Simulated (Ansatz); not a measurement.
# What isotropic strain +0.50 % does to Sc

The reference is Sc in the hcp (Mg type) structure (space group P6_3/mmc, No. 194; a = 3.3179 Å, c = 5.1860 Å; relaxed with 0.1 eV smearing).

It is then changed as follows: every lattice vector is stretched by 0.50 %; the atoms relax in the strained cell.

Method: PBE/PAW in Ansatz (a program for electronic structure), no SOC. k-mesh 20×20×11 (Γ-centred); smearing 0.1 eV (Fermi–Dirac).

The volume per atom grows by 0.37 Å³, from 24.72 Å³ to 25.09 Å³ and the space group is still P6_3/mmc (No. 194). The energy increases by 0.9 meV/atom and the band gap remains zero.

No phonon test of stability was made. All final runs are without spin polarisation.
